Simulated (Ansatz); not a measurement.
**W, pressure series**

Take W in the bcc (W type) structure (space group Im-3m, No. 229; a = 3.1837 Å) as the base.

Cell and atoms are relaxed at each pressure.

Computed with PBE/PAW in Ansatz (a quantum-chemistry and plane-wave program), no spin-orbit coupling, earlier PAW set.

Notes on the quantities. enthalpy: H = E + PV relative to the base's energy.

```json
[
 {"variant": "base", "enthalpy": "–", "lattice parameter a": "3.184 Å"},
 {"variant": "pressure −2 GPa", "enthalpy": "-0.20 eV/atom", "lattice parameter a": "___"},
 {"variant": "pressure −1 GPa", "enthalpy": "-0.10 eV/atom", "lattice parameter a": "3.187 Å"},
 {"variant": "pressure 0.9 GPa", "enthalpy": "+0.09 eV/atom", "lattice parameter a": "3.181 Å"},
 {"variant": "pressure 2.1 GPa", "enthalpy": "+0.21 eV/atom", "lattice parameter a": "3.176 Å"},
 {"variant": "pressure 4.5 GPa", "enthalpy": "+0.45 eV/atom", "lattice parameter a": "___"},
 {"variant": "pressure 9 GPa", "enthalpy": "+0.89 eV/atom", "lattice parameter a": "3.154 Å"},
 {"variant": "pressure 15 GPa", "enthalpy": "+1.48 eV/atom", "lattice parameter a": "3.137 Å"},
 {"variant": "pressure 22.5 GPa", "enthalpy": "+2.19 eV/atom", "lattice parameter a": "3.116 Å"},
 {"variant": "pressure 30 GPa", "enthalpy": "+2.89 eV/atom", "lattice parameter a": "___"}
]
```

Problem. Some entries are withheld; estimate them.

Solution. 
- pressure −2 GPa, lattice parameter a: 3.191 Å
- pressure 4.5 GPa, lattice parameter a: 3.169 Å
- pressure 30 GPa, lattice parameter a: 3.097 Å

Load acts through the strain it causes; cell and atoms are relaxed under it. No phonon test of stability was made. No other phases were tried under pressure. The final runs are not spin-polarised.
